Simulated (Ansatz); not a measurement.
Functionals compared on CH3 on the 1x1 (111) surface of fcc Pd, one in a 2x2 cell, started at the site 'top Pd', in Ansatz (plane waves, PAW). The structure was relaxed with PBE; the other rows are single points on it, each with its references at the same level. Cutoff 420 eV (500 eV for r2SCAN).

Slab: 20 atoms, 6.8 Å thick at the start under the adsorbate (thin: gaps and levels are the slab's own); k 6x6x1, smearing 0.1 eV, dipole-corrected; 8 atoms held, the rest relaxed; start symmetry kept, larger cells not searched; spin-polarised, no spin-orbit, no U, no dispersion correction. The starting moment vanished. At the end it is bonded to Pd. In PBE it is, or lies within 0.03 eV of, the lowest of the starts that converged. These notes are the PBE run's. r2SCAN: The program's check for a lower electronic state was not made. Adsorption energies are against CH4(g) − ½ H2(g). A negative adsorption energy means that the adsorbate is more stable on the surface than in its reference. The rows end in different magnetic states.

| functional | adsorption energy (eV) | work function of the top face (eV) | change of the work function (eV) | magnetic moment of the cell (μB) | rough cost of the single point |
|---|---|---|---|---|---|
| PBE | 0.72 | 4.66 | -0.58 | 0.00 | – |
| RPBE | 0.89 | 4.53 | -0.52 | 0.00 | about 11 core-minutes (a rough figure) |
| r2SCAN | ___ | ___ | ___ | 5.58 | roughly 30 core-minutes |

Task: What belongs in the gaps?

Result: 
- r2SCAN, adsorption energy (eV): 0.35
- r2SCAN, work function of the top face (eV): 4.64
- r2SCAN, change of the work function (eV): -0.59

Ansatz is a program for electronic structure.
